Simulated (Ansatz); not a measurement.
Effect of pressure −2 GPa on CdTe

Base system: CdTe in the rock salt structure (space group Fm-3m, No. 225; a = 5.9991 Å).

The change: hydrostatic tension (pressure −2 GPa).

Method: DFT with PBEsol, PAW potentials and a 420 eV plane-wave cutoff in Ansatz (a quantum-chemistry and plane-wave program), no SOC. Settings: 13×13×13 k-points, 0.05 eV Fermi–Dirac smearing.

```tsv
quantity	base	changed	shift
lattice parameter a	5.999 Å	6.079 Å	+0.080 Å
shortest interatomic distance	3.000 Å	3.039 Å	+0.0399 Å
enthalpy H = E + PV relative to the base's energy	–	-0.34 eV/atom	–
band gap	zero	zero	–
```

Load acts through the strain it causes; cell and atoms are relaxed under it. Stability against distortions was not tested. The final runs are not spin-polarised. This is not the structure that CdTe has at room temperature and ambient pressure.
